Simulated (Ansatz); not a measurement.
Partial pair distribution functions of a relaxed model of amorphous Si₂₄O₄₈La, broadened by 0.06 Å; density 2.37 g/cm³. These are PBE, scalar-relativistic without spin-orbit coupling (plane waves to 420 eV, PAW; Ansatz, a program for electronic structure) values and carry that method's errors. The usual formal charges leave 3 electrons over, so the level spacing at the Fermi energy parts defect or band states and needn't be the band gap. In the spin-polarised cell the level spacing at the Fermi energy can part levels of unlike spin.

A CHGNet melt-quench gave the starting glass, which DFT then relaxed. O atoms were pushed apart under 1.9 Å during the dynamics, to hinder bonds among them. The hot cell started wider than the set density and was brought back towards it in steps. It is the lowest in DFT energy of 2 quenches. It is a model cell: composition and starting density were chosen by hand, and all elements were melted together. No dispersion term was used. Its density started from a set value of 2.37 and ended at 2.37 g/cm³. The quench (nominally 400 K/ps over its main leg) was far faster than any real one, so the model tends to hold more defects than a real film. A cell of this size samples the disorder only roughly. The volume was held where the preparation left it, at a PBE pressure of 1.0 GPa. Stress components on the final sampling reach 2.2 GPa. Cycles of charging lowered its energy after that relaxation.

| r (Å) | g Si-O | g O-La | g Si-Si | g O-O |
|---|---|---|---|---|
| 1.35 | 0.00 | 0.00 | 0.00 | 0.00 |
| 1.45 | 0.27 | 0.00 | 0.00 | 0.00 |
| 1.55 | 7.44 | 0.00 | 0.00 | 0.00 |
| 1.65 | 16.14 | 0.00 | 0.00 | 0.00 |
| 1.75 | 2.86 | 0.00 | 0.00 | 0.00 |
| 1.85 | 0.05 | 0.00 | 0.00 | 0.00 |
| 1.95 | 0.00 | 0.00 | 0.00 | 0.00 |
| 2.05 | 0.00 | 0.05 | 0.00 | 0.00 |
| 2.15 | 0.00 | 2.25 | 0.00 | 0.00 |
| 2.25 | 0.00 | 6.97 | 0.00 | 0.00 |
| 2.35 | 0.00 | 1.66 | 0.00 | 0.00 |
| 2.45 | 0.00 | 0.03 | 0.00 | 0.30 |
| 2.55 | 0.00 | 0.32 | 0.00 | 3.19 |
| 2.65 | 0.00 | 1.74 | 0.07 | 6.55 |
| 2.75 | 0.02 | 1.42 | 0.49 | 4.07 |
| 2.85 | 0.17 | 1.31 | 1.91 | 0.97 |
| 2.95 | 0.24 | 0.12 | 3.94 | 0.43 |
| 3.05 | 0.26 | 0.00 | 3.88 | 0.30 |
| 3.15 | 0.49 | 0.00 | 3.37 | 0.29 |
| 3.25 | 1.01 | 0.00 | 1.25 | 0.39 |
| 3.35 | 0.88 | 0.01 | 0.10 | 0.38 |
| 3.45 | 0.59 | 0.36 | 0.00 | 0.65 |
| 3.55 | 0.78 | 0.95 | 0.00 | 0.73 |
| 3.65 | 1.39 | 0.18 | 0.09 | 0.59 |
| 3.75 | 1.59 | 0.77 | 0.62 | 0.53 |
| 3.85 | 1.40 | 2.01 | 0.68 | 0.43 |
| 3.95 | 1.36 | 1.71 | 0.47 | 0.77 |
| 4.05 | 1.75 | 2.27 | 0.57 | 0.81 |
| 4.15 | 1.93 | 2.41 | 0.58 | 0.69 |
| 4.25 | 1.88 | 1.26 | 0.75 | 0.90 |
| 4.35 | 1.06 | 1.55 | 0.51 | 1.05 |
| 4.45 | 0.62 | 2.63 | 0.75 | 1.06 |
| 4.55 | 0.57 | 1.66 | 0.99 | 1.04 |
| 4.65 | 0.68 | 0.49 | 0.46 | 1.03 |
| 4.75 | 0.75 | 0.51 | 0.82 | 1.22 |
| 4.85 | 0.50 | 0.27 | 1.37 | 1.50 |
| 4.95 | 0.70 | 0.42 | 0.99 | 1.39 |
| 5.05 | 0.92 | 0.58 | 1.24 | 1.43 |
| 5.15 | 1.07 | 1.51 | 1.92 | 1.55 |

Within 1.90 Å each Si has 3.88 O neighbours on average.
